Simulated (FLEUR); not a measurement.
Band structure of CaCo2Ge2 (I4/mmm, 5 atoms in the cell).

```xyz
5
Lattice="-2.0046 2.0046 5.2281 2.0046 -2.0046 5.2281 2.0046 2.0046 -5.2281" Properties=species:S:1:pos:R:3 pbc="T T T"
Ca     0.0000     0.0000     0.0000
Co     2.0046     0.0000     2.6140
Co     0.0000     2.0046     2.6140
Ge     0.0000     0.0000     3.8384
Ge     0.0000     0.0000     6.6177
```

Level of theory: FLEUR with LDA (Vosko-Wilk-Nusair), all-electron FLAPW (FLEUR), scalar-relativistic valence.

Settings: Kmax = 3.9 1/bohr; GmaxXC = 11.7 1/bohr; xcFunctional = vwn; jspins = 1; l_soc = F; mode = hist; fermiSmearingEnergy = 0.00183747 Htr; mesh (inpgen div1-3) = 7 7 7; inpgen gamma flag = false; Gmax = 11.7 1/bohr; numbands = 0; maxIterBroyd = 15; imix = Anderson; alpha = 0.05.

The starting cell comes from a database of computed structures (which also holds hypothetical and non-ambient phases and stackings), without a prior relaxation at this level. Its lattice was rescaled by a random factor within 2.5 % of one. Spin polarisation is off. Values depend on the basis (sphere radii, cutoffs, local orbitals), which need not be converged.

Levels in eV from the Fermi level, bands 31 to 38:
```tsv
point	31	32	33	34	35	36	37	38
Γ	-0.75	-0.61	-0.28	-0.28	-0.16	1.09	2.64	2.64
X	-1.60	-0.87	-0.76	-0.75	-0.57	0.18	0.30	2.09
Y	-1.63	-0.95	-0.77	-0.66	-0.22	0.19	0.39	2.11
S	-1.30	-1.19	-1.14	0.28	0.70	0.89	2.97	3.16
Z	-0.61	-0.22	-0.22	-0.15	0.95	1.68	2.47	3.39
S1	-1.30	-1.19	-1.14	0.28	0.70	0.89	2.97	3.16
N	-1.29	-1.27	-0.97	-0.55	0.96	1.80	1.92	2.91
P	-1.65	-0.76	-0.76	-0.76	-0.76	0.26	0.26	1.83
Y1	-1.63	-0.95	-0.77	-0.66	-0.22	0.19	0.39	2.11
```
